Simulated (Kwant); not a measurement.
Computed with Kwant: Hückel tight-binding model, one pz orbital an atom, one spin, coherent transport at 0 K. Conductance is in e²/h.

Model system: π system c1ccc(cc1)C=Cc1ccccc1 between two chain leads. The π system is taken as planar. Atoms are numbered from 0 in the order of the SMILES. Site energies (eV, carbon 0): [0.0, 0.0, 0.0, 0.0, 0.0, 0.0, 0.0, 0.0, 0.0, 0.0, 0.0, 0.0, 0.0, 0.0]. Bonds (i, j, β in eV): (0,1,-3) (1,2,-3) (2,3,-3) (3,4,-3) (4,5,-3) (3,6,-3) (6,7,-3) (7,8,-3) (8,9,-3) (9,10,-3) (10,11,-3) (11,12,-3) (12,13,-3) (5,0,-3) (13,8,-3). Leads: chains of hopping −4.5 eV, joined by −0.9 eV to atoms 0 and 10.

Site energies and bond integrals are typed Hückel values.

Sweep values stay those of the base run.

One input was changed, with this effect: transmission at E = 0 < 1e-12 → 0.014.

Problem. Which change was it?
A. contacts moved from atoms [0, 10] to [6, 7]
B. contacts moved from atoms [0, 10] to [2, 7]
C. contacts moved from atoms [0, 10] to [1, 2]
D. contacts moved from atoms [0, 10] to [0, 6]
E. contacts moved from atoms [0, 10] to [1, 9]
F. contacts moved from atoms [0, 10] to [2, 6]

Solution. A, contacts moved from atoms [0, 10] to [6, 7]
